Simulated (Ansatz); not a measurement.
NdSi (Pnma, No. 62; cell taken from a computed entry) was calculated with LDA (PAW; Ansatz, an electronic-structure program).

Settings: plane-wave cutoff 500 eV, 6×10×8 k mesh (along the axes of the cell as run), Fermi–Dirac smearing 0.05 eV, spin-polarised start, scalar-relativistic PAW data made under PBE.

Computed at the level's own relaxed cell.

Problem. Give the computed volume per atom.

Solution. 
* **volume per atom**: 21.95 Å³/atom

The run finds no gap.

Note: the magnetic order was assumed, not searched for or taken from measurement; the relaxation could not lower the start's symmetry, so the cell can be a saddle point above a distorted one; the 4f shell is treated without U or exact exchange, so its levels and filling can be wrong.

Spin–orbit coupling is not included.

Computed values are for the static lattice.

The result took roughly 29 core-minutes.
